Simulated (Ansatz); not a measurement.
**PtGe, response to strain**

Base system: PtGe (space group Pnma, No. 62; a = 5.7718 Å, b = 3.7130 Å, c = 6.1288 Å). Axes: x, y, z lie along a, b, c of the conventional cell.

Strains are applied to the cell and any free atomic positions relax; under biaxial strain the out-of-plane vector relaxes too; under stress the whole cell relaxes.

All numbers come from plane-wave PAW DFT at the r2SCAN level (Ansatz, an electronic-structure program, 500 eV), no spin-orbit coupling.

Notes on the quantities. pressure: mean of the normal stresses, compression positive.

```tsv
variant	pressure	shortest interatomic distance	space group
base	0.0 GPa	2.480 Å	Pnma (No. 62)
biaxial strain −1.42 %, plane normal [001], relaxed out of plane	2.4 GPa	2.474 Å	Pnma (No. 62)
biaxial strain +3.10 %, plane normal [001], relaxed out of plane	-4.1 GPa	2.488 Å	Pnma (No. 62)
uniaxial strain ε_yy = +5.00 %	-6.7 GPa	2.486 Å	Pnma (No. 62)
tensor shear ε_xz = +0.36 %	0.0 GPa	2.474 Å	P2_1/m (No. 11)
uniaxial stress, 1 GPa tension along x	–	2.484 Å	Pnma (No. 62)
```

Without a gap, meshes like the base's 8×13×8 leave anisotropic stresses uncertain by several tenths of a GPa, and small strain energies with them. Stability under load was not tested beyond the relaxation. The final runs are not spin-polarised.
